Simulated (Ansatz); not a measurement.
Start from SrTiO₃ in the cubic perovskite structure (space group Pm-3m, No. 221; a = 3.907 Å).

The values are results of r2SCAN/PAW in Ansatz (a first-principles code), no spin-orbit coupling, not measurements.

One change was made to it. Results:

The volume per atom falls by 0.18 Å³ (11.93 Å³ → 11.75 Å³); the width of the top valence band is nearly the same (1.06 eV against 1.07 eV); the smallest direct gap rises by 0.025 eV, from 2.63 eV to 2.65 eV; the band gap grows by 0.035 eV (2.26 eV → 2.30 eV).

**Question.** Name the change that was made.
(A) pressure −2 GPa
(B) pressure 3 GPa
(C) pressure 0.3 GPa
(D) pressure 1.5 GPa
(E) pressure 7.5 GPa

**Answer.** B, pressure 3 GPa. For comparison, the volume per atom in the other runs: pressure −2 GPa gives 12.06 Å³; pressure 0.3 GPa gives 11.91 Å³; pressure 7.5 GPa gives 11.50 Å³; pressure 1.5 GPa gives 11.83 Å³.

Load acts through the strain it causes; cell and atoms are relaxed under it. No phonon test of stability was made. No other phases were tried under pressure. The final runs are not spin-polarised. Many cubic perovskites are stable only at high temperature; tilts and polar distortions were not tested.
